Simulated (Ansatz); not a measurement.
The reference is CdS in the wurtzite structure (space group P6_3mc, No. 186; a = 4.1966 Å, c = 6.8302 Å).

All numbers come from DFT with PBE, PAW potentials and a 420 eV plane-wave cutoff in Ansatz (a quantum-chemistry and plane-wave program), scalar-relativistic without spin-orbit coupling, earlier PAW set.

For the base:

| Property | Result |
|---|---|
| Valence-band top at Γ | 0.00, 0.00, -0.04 eV |
| Electron mass | 0.12 mₑ along c, 0.13 mₑ across (at Γ) |

Now apply this change: the cell is scaled by 0.9799 in all directions; the atoms relax in the strained cell.

### Question
Estimate the effect on the valence-band top at Γ.

### Answer
The valence-band top at Γ (three highest levels, from the VBM) goes from 0.00, 0.00, -0.04 eV to 0.00, 0.00, -0.05 eV.

### Question
What happens to the energy relative to the base?

### Answer
The energy increases by 17 meV/atom.

### Question
What does the calculation give for the mean gap deformation potential ΔEg/Δln V after the change?

### Answer
The mean gap deformation potential ΔEg/Δln V is -2.3 eV.

### Question
What happens to the electron mass?

### Answer
The electron mass goes from 0.12 mₑ along c, 0.13 mₑ across (at Γ) to 0.13 mₑ along c, 0.14 mₑ across (at Γ).

Masses are band curvatures over ±0.01 Å⁻¹ around the edge. Whether these cells are dynamically stable was not tested.
